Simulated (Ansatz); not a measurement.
Consider Ga$_{2}$O$_{3}$ in the corundum structure (space group R-3c, No. 167).

```
CELL_PARAMETERS angstrom
      2.52897     1.46010     4.54140
     -2.52897     1.46010     4.54140
      0.00000    -2.92020     4.54140
ATOMIC_POSITIONS crystal
  Ga 0.35584 0.35584 0.35584
  Ga 0.14416 0.14416 0.14416
  Ga 0.64416 0.64416 0.64416
  Ga 0.85584 0.85584 0.85584
  O  0.55310 0.94690 0.25000
  O  0.25000 0.55310 0.94690
  O  0.94690 0.25000 0.55310
  O  0.44690 0.05310 0.75000
  O  0.75000 0.44690 0.05310
  O  0.05310 0.75000 0.44690
```

Cartesian axes are those of the cell as printed.

Method: PBE (Ansatz, a first-principles code; PAW; 420 eV plane waves; scalar-relativistic without spin-orbit coupling), earlier PAW set.

Now apply this change: the cell is scaled by 0.9958 in all directions; the atoms relax in the strained cell.

Task: Predict the stress tensor and what it implies for the stiffness.

Result: Stress of the strained cell less that of the base (GPa, compression positive):
```
   2.71    0.00    0.00
   0.00    2.71    0.00
   0.00    0.00    2.39
```

Then B = −ΔP/(ΔV/V₀) with ΔV/V₀ = -0.0125 gives secant stiffness values (nonlinear terms included at this strain): B (at held cell shape, above the free-shape value) ≈ 207 GPa.

No phonon test of stability was made.
